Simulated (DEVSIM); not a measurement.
Device: Schottky contact on n-type GaAs, at 400 K.

Layer 1 from the left is GaAs, thickness (μm) 0.320, Nd (cm⁻³) 2.8e16, τn (s) 3.6e-9, τp (s) 3.6e-9.

Left contact: Schottky, work function 5.06 eV, emission velocity 1.9e6 cm/s. Right contact: ohmic. Voltage is applied to the left contact. Recombination: SRH at mid-gap, Auger. Mobility is μmin + (μ − μmin)/(1 + (N/Nref)^α).

Constants are typed, rounded textbook-type inputs, not results; the design itself was drawn at random and stands for no fabricated device. Values at 300 K; Nc and Nv go as T^1.5, mobilities as T to minus their exponent, the gap by Varshni's rule with the affinity fixed.

GaAs: gap (eV) 1.424, affinity (eV) 4.07, permittivity 12.9, Nc (cm⁻³) 4.7e17, Nv (cm⁻³) 9e18, μn (cm²/Vs) 8500, μp (cm²/Vs) 400, μn,min 500, μp,min 20, Nref,n 6e16, Nref,p 1.5e17, αn 0.39, αp 0.38, T exponent of μn 2.1, T exponent of μp 2.2, Cn (cm⁶/s) 1e-30, Cp (cm⁶/s) 1e-30, Varshni α (eV/K) 0.000541, Varshni β (K) 204.

Simulated with DEVSIM: 1D drift-diffusion, Boltzmann statistics, complete ionisation; no tunnelling, impact ionisation, image-force lowering or self-heating. Metal contacts follow the ideal Schottky-Mott rule: no Fermi-level pinning, no interface dipoles.

Dark forward current:

```csv
|V| (V),|J| (A/cm²)
0.05,5.676e-7
0.10,2.231e-6
0.15,7.926e-6
0.20,2.936e-5
0.25,0.0001147
0.30,0.0004659
0.35,0.001936
0.40,0.008142
0.45,0.03446
0.50,0.1463
0.55,0.6223
0.60,2.647
0.65,11.25
0.70,47.68
0.75,200.1
0.80,812.6
0.85,2976
```

Task: Work out the local ideality factor n = ΔV / (kT/q · ln(J2/J1)) between the rows 0.15 and 0.20 V, 0.50 and 0.55 V, 0.80 and 0.85 V.

Result: kT/q = 34.47 mV. From 0.15 to 0.20 V: ln(2.936e-5/7.926e-6) = 1.309, n = 1.11. From 0.50 to 0.55 V: ln(0.6223/0.1463) = 1.448, n = 1.00, near the 1 of diffusion or emission over a barrier. From 0.80 to 0.85 V: ln(2976/812.6) = 1.298, n = 1.12; the layers' resistance at their doping, Σ W/(qμN) = 2.6e-6 Ω cm², would take 5.5 mV of this step of 50 mV.

Task: Estimate the current at 0.50 V for emission alone, J0 = q v N_band exp(−φB/kT), and read the barrier back from the simulated current.

Result: φB = 0.990 eV, N_band = 7.24e17 cm⁻³, J0 = 7.41e-8 A/cm²; J = J0 (exp(qV/kT) − 1) = 0.148 A/cm². The simulation gives 0.146 A/cm², the same within the digits that matter. Read backwards, the simulated current gives an apparent barrier of 0.990 eV. The estimate leaves out transport through the depletion region and minority injection.
